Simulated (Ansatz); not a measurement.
**A computed series for Ru: response to strain**

Base system: Ru in the hcp (Mg type) structure (space group P6_3/mmc, No. 194; a = 2.676 Å, c = 4.224 Å; relaxed with 0.1 eV smearing). Axes: x lies along a and z along c of the hexagonal cell.

Strains are applied to the cell and any free atomic positions relax; under biaxial strain the out-of-plane vector relaxes too.

Method: LDA (Ansatz, a first-principles code; PAW; 420 eV plane waves; no spin-orbit coupling).

Candidates:
(a) biaxial strain −2.50 %, plane normal [001], relaxed out of plane
(b) biaxial strain +2.50 %, plane normal [001], relaxed out of plane
(c) biaxial strain −1.00 %, plane normal [001], relaxed out of plane
(d) biaxial strain +2.00 %, plane normal [001], relaxed out of plane
(e) biaxial strain −1.50 %, plane normal [001], relaxed out of plane

**Question.** Order them by out-of-plane strain, lowest first.

**Answer.** (b) biaxial strain +2.50 %, plane normal [001], relaxed out of plane (-1.38 %), (d) biaxial strain +2.00 %, plane normal [001], relaxed out of plane (-1.10 %), (c) biaxial strain −1.00 %, plane normal [001], relaxed out of plane (+0.55 %), (e) biaxial strain −1.50 %, plane normal [001], relaxed out of plane (+0.82 %), (a) biaxial strain −2.50 %, plane normal [001], relaxed out of plane (+1.38 %)

No phonon test of stability was made. All final runs are without spin polarisation.
